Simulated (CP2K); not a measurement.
Band structure of HgTe (F-43m, 2 atoms in the cell).

```xyz
2
Lattice="4.6506 0.0000 0.0000 2.3253 4.0275 0.0000 2.3253 1.3425 3.7972" Properties=species:S:1:pos:R:3 pbc="T T T"
Hg     0.0000     0.0000     0.0000
Te     2.3253     1.3425     0.9493
```

Level of theory: PBE, GPW, DZVP-MOLOPT-SR-GTH basis, GTH-PBE potentials (GTH_POTENTIALS) (CP2K 2026.2).

Settings: CUTOFF = 500 Ry; REL_CUTOFF = 50 Ry; SMEAR/METHOD = FERMI_DIRAC; ELECTRONIC_TEMPERATURE = 580.23 K; KPOINTS/SCHEME = MONKHORST-PACK 9 9 9; XC_FUNCTIONAL = PBE; Hg/BASIS_SET = DZVP-MOLOPT-SR-GTH-q12; Hg/POTENTIAL = GTH-PBE-q12; Te/BASIS_SET = DZVP-MOLOPT-SR-GTH-q6; Te/POTENTIAL = GTH-PBE-q6; METHOD = GPW; EPS_DEFAULT = 1e-10; EXTRAPOLATION = USE_GUESS; NGRIDS = 5.

The starting cell has typed, rounded lattice constants, without a prior relaxation at this level. Its lattice was rescaled by a random factor within 2.5 % of one. Spin-orbit coupling is off. Values carry the incompleteness of an atom-centred basis. The run gives no clean gap (levels at the Fermi energy touch, overlap or are partly filled at this smearing), which alone does not show that the compound is a metal.

Levels in eV from the Fermi level, bands 6 to 11:
| point | 6 | 7 | 8 | 9 | 10 | 11 |
|---|---|---|---|---|---|---|
| Γ | -6.66 | -0.66 | -0.07 | -0.07 | -0.07 | 4.35 |
| X | -6.26 | -5.23 | -2.15 | -2.15 | 1.89 | 2.57 |
| W | -6.12 | -5.30 | -2.50 | -2.42 | 3.11 | 4.65 |
| K | -6.18 | -5.25 | -2.74 | -1.79 | 2.28 | 4.08 |
| L | -6.38 | -5.24 | -0.97 | -0.97 | 0.86 | 5.10 |
| U | -6.18 | -5.25 | -2.74 | -1.79 | 2.28 | 4.08 |

Bands cross the Fermi level along this path, so the cell is metallic at this level.

Higher empty bands are left out: an atom-centred basis made for the valence describes them poorly.
